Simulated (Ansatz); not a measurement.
## Effect of P → N on GaP

Consider GaP in the zinc blende structure (space group F-43m, No. 216; a = 5.5064 Å).

It is then changed as follows: N takes the place of P on all its sites, then cell and atoms are relaxed.

Method: Kohn–Sham DFT with the PBE functional, run in Ansatz (a first-principles code) with PAW and 420 eV plane waves, no spin-orbit coupling, earlier PAW set. Γ-centred 12×12×12 mesh, Fermi–Dirac width 0.05 eV, for the changed cell.

| quantity | base | changed | shift |
|---|---|---|---|
| volume per atom | 20.87 Å³ | 11.77 Å³ | -9.10 Å³ |
| density | 4.01 g/cm³ | 5.91 g/cm³ | +1.90 g/cm³ |
| lattice parameter a | 5.506 Å | 4.549 Å | -0.9577 Å |
| shortest interatomic distance | 2.384 Å | 1.970 Å | -0.4147 Å |
| band gap | 1.58 eV | 1.54 eV | -0.04 eV |
| gap character | direct at Γ | direct at Γ | – |
| width of the top valence band | 3.27 eV | 3.50 eV | +0.23 eV |
| electron mass | 0.10 mₑ (at Γ) | 0.14 mₑ (at Γ) | – |
| hole mass (degenerate bands, along [100]) | 0.098, 0.40, 0.40 mₑ (at Γ) | 0.15, 0.90, 0.90 mₑ (at Γ) | – |

Effective masses come from finite differences of ±0.01 Å⁻¹. No phonon test of stability was made. The real GaP has an indirect gap at ambient pressure; PBE orders its close-lying valleys differently. This is not the structure that GaN has at room temperature and ambient pressure.
